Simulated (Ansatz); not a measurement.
KTaO3: O → Cl

Start from KTaO$_{3}$ in the cubic perovskite structure (space group Pm-3m, No. 221; a = 3.989 Å).

It is then changed as follows: every O is replaced by Cl, then cell and atoms are relaxed.

Computed with Ansatz (a program for electronic structure) r2SCAN, spin-orbit coupling left out, earlier PAW set. Settings: 9×9×9 k-points, 0.05 eV Fermi–Dirac smearing, for the changed cell.

| quantity | base | changed | shift |
|---|---|---|---|
| volume per atom | 12.70 Å³ | 26.44 Å³ | +13.74 Å³ |
| density | 7.01 g/cm³ | 4.10 g/cm³ | -2.91 g/cm³ |
| lattice parameter a | 398.9 pm | 509.4 pm | +110.5 pm |
| space group | Pm-3m (No. 221) | Pm-3m (No. 221) | – |
| shortest interatomic distance | 199.5 pm | 254.7 pm | +55.2 pm |
| band gap | 2.64 eV | 0.13 eV | -2.51 eV |
| gap character | indirect, R → Γ | indirect, R → Γ | – |
| smallest direct gap | 3.30 eV | 0.49 eV | -2.801 eV |
| width of the top valence band | 1.10 eV | 5.69 eV | +4.59 eV |
| magnetic state | not spin-polarised | ferromagnetic | – |
| largest site moment | 0.00 μB | 1.66 μB | +1.66 μB |

Cost of the whole job for the changed cell (relaxation, final SCF and bands): roughly 16 core-minutes.

Other magnetic orders, which the real material may have, were not ruled out. With Ta present, leaving out spin-orbit coupling can change the band edges. Whether these cells are dynamically stable was not tested. As relaxed here, KTaCl3 is a hypothetical phase, not in the database extracts checked. A gap here joins edges of opposite spin (a spin-flip gap). A zero or small gap of KTaCl3 can be the functional's error rather than a property of the material.
